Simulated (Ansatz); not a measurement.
TiP (model structure, started from the WC type, P-6m2, No. 187, 2 atoms in the cell)

Level of theory: LDA (Ansatz, a program for electronic structure, plane waves, PAW).

Run with plane-wave cutoff 520 eV, 18×18×16 k mesh (along the axes of the cell as run), Fermi–Dirac smearing 0.05 eV, no spin polarisation, scalar-relativistic PAW data made under PBE.

Cell (relaxed at this level):

```
CELL_PARAMETERS angstrom
      3.28679     0.00000     0.00000
     -1.64339     2.84644     0.00000
      0.00000     0.00000     3.18102
ATOMIC_POSITIONS crystal
  Ti 0.00000 0.00000 0.00000
  P  0.66667 0.33333 0.50000
```

```json
{
 "bulk modulus B0": "143 GPa"
}
```

Note: the run has no spin polarisation, so it can have missed a magnetic state; the bulk modulus is −V dP/dV from two relaxed cells at ±2 % in volume; the relaxation could raise the start's symmetry but not lower it, so the cell can be a saddle point.

The computed numbers hold no vibrational or temperature effects.

Computing time: about 110 core-seconds (a rough figure).

A model structure was made by putting elements into a prototype or built by hand; it is no filed structure, need not be a known phase, and can be a saddle point held by its symmetry.
